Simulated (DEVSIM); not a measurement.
Structure: Co/Al2O3/p-Si capacitor, at 400 K.

```tsv
layer (left to right)	material	thickness (nm)	Na (cm⁻³)
1	Al2O3	3.10	-
2	Si	3700	2.4e16
```

Metal gate on the left, work function 5 eV. Fixed charge at the semiconductor interface 1.9e11 cm⁻² (in units of +e); no interface traps.

The device is made up for the run: typed textbook-type constants, with dimensions and the other settings drawn at random. Values at 300 K; Nc and Nv go as T^1.5, mobilities as T to minus their exponent, the gap by Varshni's rule with the affinity fixed.

| parameter | Al2O3 | Si |
|---|---|---|
| gap (eV) | 6.8 | 1.124 |
| affinity (eV) | 1.35 | 4.05 |
| permittivity | 9 | 11.7 |
| Nc (cm⁻³) | - | 2.86e19 |
| Nv (cm⁻³) | - | 3.1e19 |
| Varshni α (eV/K) | - | 0.000473 |
| Varshni β (K) | - | 636 |

DEVSIM, 1D Poisson equation in equilibrium, Boltzmann statistics, complete ionisation; no quantum confinement or tunnelling. Metal contacts follow the ideal Schottky-Mott rule: no Fermi-level pinning, no interface dipoles.

The temperature was swept, all else fixed.

```
temperature (K)  flat-band voltage (V)  threshold voltage (band bending 2φF) (V)  minimum of the low-frequency capacitance (μF/cm²)
---------------  ---------------------  ----------------------------------------  -------------------------------------------------
250                              -0.05                                      0.82                                             0.0525
300                               0.00                                       [?]                                                [?]
350                               0.05                                      0.75                                             0.0624
400                               0.10                                      0.71                                             0.0688
450                               0.16                                      0.66                                             0.0822
500                               0.21                                      0.62                                             0.0956
```

**Question.** Fill in the missing entries.

**Answer.** 
- 300, threshold voltage (band bending 2φF) (V): 0.79
- 300, minimum of the low-frequency capacitance (μF/cm²): 0.0565
